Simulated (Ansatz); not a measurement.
Take Ge (space group I4_1/amd, No. 141; a = 5.117 Å, c = 2.805 Å; a cell from a computed database, its experimental status unchecked; relaxed with 0.1 eV smearing) as the base. Axes: x, y, z lie along a, b, c of the conventional cell.

Computed with PBEsol (Ansatz, a program for electronic structure), no SOC.

It is then changed as follows: every lattice vector is shortened by 2.56 %; the atoms relax in the strained cell.

Task: Predict the stress tensor and what it implies for the stiffness.

Result: Stress of the strained cell less that of the base (GPa, compression positive):
```
    7.5     0.0     0.0
    0.0     7.5     0.0
    0.0     0.0     7.1
```

Then B = −ΔP/(ΔV/V₀) with ΔV/V₀ = -0.0749 gives secant stiffness values (nonlinear terms included at this strain): B (at held cell shape, above the free-shape value) ≈ 98 GPa.

As a check, the harmonic strain energy −½ V₀ Δσ:ε is 32 meV/atom; the computed energy rise is 29 meV/atom.

Whether these cells are dynamically stable was not tested. This is not the structure that Ge has at room temperature and ambient pressure.
